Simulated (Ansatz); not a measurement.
Cu in the diamond structure (space group Fd-3m, No. 227; a hypothetical phase, not in the database extracts checked)

Cu has the cubic space group Fd-3m, origin choice 1 (No. 227), the diamond structure, Pearson symbol cF8. Lattice parameters: a = 5.2308 Å, b = 5.2308 Å, c = 5.2308 Å, α = 90.00°, β = 90.00°, γ = 90.00°. Cu on 8b is surrounded by 4 Cu at 2.265 Å (tetrahedral). (Neighbours: up to the widest gap in distance over summed covalent radii, below 1.35, at either atom.)
(The calculation used a cell of 2 atoms; values per cell refer to that cell.)

Computed with PBEsol, PAW, 420 eV (Ansatz, a first-principles code; scalar-relativistic without spin-orbit coupling). Γ-centred 15×15×15 mesh, Fermi–Dirac width 0.05 eV.

```json
{
 "volume_per_atom": "17.89 Å³",
 "density": "5.90 g/cm³",
 "band_gap": "zero",
 "total_energy": "-6587.572 eV/atom (σ→0; compares only within this code and set-up)"
}
```

No phonon test of stability was made. All final runs are without spin polarisation.
